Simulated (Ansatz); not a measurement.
Functionals compared on the (100) surface of rock-salt TiC, Ru on all Ti sites of the second plane (bottom of the slab: a bare face, its two planes held), in Ansatz (plane waves, PAW). The structure was relaxed with PBE; the other rows are single points on it. Cutoff 420 eV (500 eV for r2SCAN).

Slab: 12 atoms, 10.7 Å thick at the start with caps and adatoms (thin: gaps and levels are the slab's own); k 12x12x1, smearing 0.1 eV, dipole-corrected; 4 atoms held, the rest relaxed; symmetry of the start imposed; no spin, no spin-orbit, no U. In PBE it lies 0.40 eV a 1x1 cell over the lowest computed structure of the same composition (Ru on all Ti sites of the top plane). These notes are the PBE run's.

```
functional  work function of the top face (eV)  rough cost of the single point
----------  ----------------------------------  ------------------------------
PBE                                       4.36                               –
RPBE                                      4.20  around 22 core-seconds (rough)
r2SCAN                                    4.43    very roughly 50 core-seconds
```

Ansatz is a quantum-chemistry and plane-wave program.
